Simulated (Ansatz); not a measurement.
**Resistivity of Au (Fm-3m) against temperature**

Phonon-limited resistivity of Au (Fm-3m), the mean of three axes that agree within 2 %; conventional cell a = b = c = 4.0825 Å, α = β = γ = 90.00°, held at all temperatures. Method: PBEsol, DFPT electron-phonon coupling, linearised Boltzmann equation (plane waves, PAW, scalar-relativistic; Ansatz, an electronic-structure program). Geometry: relaxed with this functional, without spin-orbit coupling. The complete rows start at 200 K or above; rows over 80 μΩ·cm, or moving by over 2.5 % with the electron mesh, are left out.

Here T stands for T and ρ for ρ.

| T (K) | ρ (μΩ·cm) |
|---|---|
| 100 | ? |
| 200 | 1.59 |
| 250 | 2.01 |
| 273 | 2.20 |
| 300 | 2.43 |
| 350 | 2.84 |
| 400 | 3.25 |
| 500 | 4.07 |

The 7 complete rows are fitted with a straight line, ρ against T. With u = T - 325, the rows have u = -125.00, -75.00, -52.00, -25.00, 25.00, 75.00, 175.00. Means: u -0.28571, ρ 2.627. About the means, the sum of products is 507.60 and the sum of squares of u is 61453; the slope is their ratio. Least squares gives ρ = 2.630 + 0.008260·u. Residuals (row less fit): -0.007, -0.001, 0.000, 0.007, 0.003, 0.001, -0.005; standard error 0.005 (degrees of freedom: 5). At 300 K the line gives a temperature coefficient (1/ρ)·dρ/dT of about 3.4 × 10⁻³ per K; a resistivity strictly proportional to T would have 3.3 × 10⁻³.

Problem. Estimate the missing ρ (T = 100); what did the run itself give?

Solution. u = -225.00, so ρ = 2.630 + 0.008260 × (-225.00) = 0.771 μΩ·cm. The calculation gives 0.72 μΩ·cm, 0.051 μΩ·cm below the prediction (1.5 % of the range of ρ in the table). The row lies outside the fitted rows, so this is an extrapolation. From the scatter of the fitted rows alone, a prediction at this place has a standard error of 0.007 μΩ·cm, so the miss is 6.8 times that.

  Residuals can be curvature or mesh error rather than random scatter, so the standard error can understate the doubt. Series whose upper rows bend far from a line aren't tabulated.  A metal at this level (no band gap). Only scattering by harmonic phonons is included (no impurities, grain boundaries, electron-electron scattering or thermal expansion). Spin-orbit coupling is left out, which matters with elements this heavy. Halving the electron mesh (28x28x28) moves the resistivity by up to 1 %. Smearing 0.20 eV; phonons on a 6x6x6 q mesh, which this run doesn't test and which matters most at low temperature.
